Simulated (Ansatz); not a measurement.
Consider Ir in the fcc (Cu type) structure (space group Fm-3m, No. 225; relaxed with 0.1 eV smearing).

```xyz
1
Lattice="0.0000 1.9155 1.9155 1.9155 0.0000 1.9155 1.9155 1.9155 0.0000" Properties=species:S:1:pos:R:3 pbc="T T T"
Ir     0.0000     0.0000     0.0000
```

Cartesian axes are those of the cell as printed.

Level of theory: PBEsol/PAW in Ansatz (a first-principles code), spin-orbit coupling left out.

One thing is altered: the cell is compressed by 1.50 % along z with no lateral relaxation; the atoms relax in the strained cell.

Predict the stress tensor and what it implies for the stiffness.

Stress of the strained cell less that of the base (GPa, compression positive):
```
    4.1     0.0     0.0
    0.0     4.1     0.0
    0.0     0.0    10.1
```

Then −Δσ_ii/ε with ε = -0.0150 gives secant stiffness values (nonlinear terms included at this strain): C33 ≈ 675 GPa, C13 ≈ 273 GPa and C23 ≈ 273 GPa.

As a check, the harmonic strain energy −½ V₀ Δσ:ε is 6.7 meV/atom; the computed energy rise is 6.6 meV/atom.

No phonon test of stability was made. All final runs are without spin polarisation.
